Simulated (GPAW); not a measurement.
# A worked fit of the energy of slabs against their depth, with one run withheld: a (001) slab of LiF (cut from a parent of space group no. 225; 4 atoms in the cell)

```
LiF
1.0
    2.85819     0.00000     0.00000
   -2.85819     2.85819     0.00000
    0.00000     0.00000    16.02099
F Li
2 2
Direct
  0.00000   0.50000   0.56307
  0.00000   0.00000   0.43693
  0.00000   0.00000   0.56307
  0.00000   0.50000   0.43693
```
(The smallest cell of the table.)

Level of theory: PBE, GPAW PAW datasets PBE (gpaw-data 1.0.1) (plane waves; GPAW).

Base settings: mode = pw; ecut = 900 eV; xc = PBE; kpts = 5 5 1; mesh shift (steps) = 0 0 0; occupations.name = fermi-dirac; occupations.width = 0.05 eV; nbands = -16; symmetry.symmorphic = false; symmetry.tolerance = 0.0005.

The starting cell has typed, rounded lattice constants, without a prior relaxation at this level. The slab is cut from that crystal, and its faces are unrelaxed. Its lattice was rescaled by up to half a per cent. Spin polarisation is off, though cut faces can carry moments.

Deep slabs follow E = 2Aγ + N·e, so a straight line through E against N gives the surface energy without a separate bulk run; a round N·e is taken off to keep the numbers short. The area A is 8.169 Å².

| atoms N | E − N·(-4.782 eV) (eV) |
|---|---|
| 4 | 0.2444 |
| 8 | 0.2036 |
| 12 | 0.1627 |
| 16 | 0.1218 |
| 24 | ? |
| 28 | -0.0020 |

Q: Fit the line to the 5 rows given and predict the withheld one.

A: Means: x̄ = 13.600, ȳ = 0.14610. Σ(x − x̄)(y − ȳ) = -3.483 and Σ(x − x̄)² = 339.2, so b = -0.01027 and a = ȳ − b·x̄ = 0.28577; γ = a/2A = 0.280 J/m² (unrelaxed) and e = -4.7923 eV per atom. The largest residual of the fitted rows is 0.00035. At x = 24 the line gives 0.0393 eV. The run gave 0.0395 eV, a miss of 0.0002 eV. The rows were chosen because the form fits them, the withheld one included, so this shows the method and is no test of the form.
